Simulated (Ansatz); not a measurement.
The starting structures come from a database of crystals and need not be the phases stable at ambient conditions.

 Where the default PAW files enter, the runs use the earlier of Ansatz's two default sets.

Tunnelling through a barrier is set by its complex band structure: the current falls as exp(−2κd) with the smallest κ.

Here is the system:

```yaml
crystal:
  lattice:
    - [3.91855, 0.00000, 0.00000]
    - [-1.95928, 3.39357, 0.00000]
    - [0.00000, 0.00000, 6.45959]
  atoms:
    - { symbol: Ga, position: [0.66667, 0.33333, 0.50005] }
    - { symbol: Ga, position: [0.33333, 0.66667, 0.00005] }
    - { symbol: P, position: [0.66667, 0.33333, 0.87395] }
    - { symbol: P, position: [0.33333, 0.66667, 0.37395] }
```

Space group of this cell: P6_3mc, wurtzite. The cell is strained (all lengths scaled by 1.02); by r2SCAN its mean pressure is -4.5 GPa.

Transport runs along the normal of the first two printed cell vectors, the (001) plane of the conventional cell.

The gap is the functional's own. No spin-orbit coupling. Mid-gap values are interpolated on the energy grid.

Question: Estimate the band gap and the smallest decay constant κ at mid-gap that r2SCAN in Ansatz (a program for electronic structure) returns for this system.

Answer: Gap 1.57 eV on a 12×12×6 mesh; κ = 0.105 1/Å, at the zone centre.
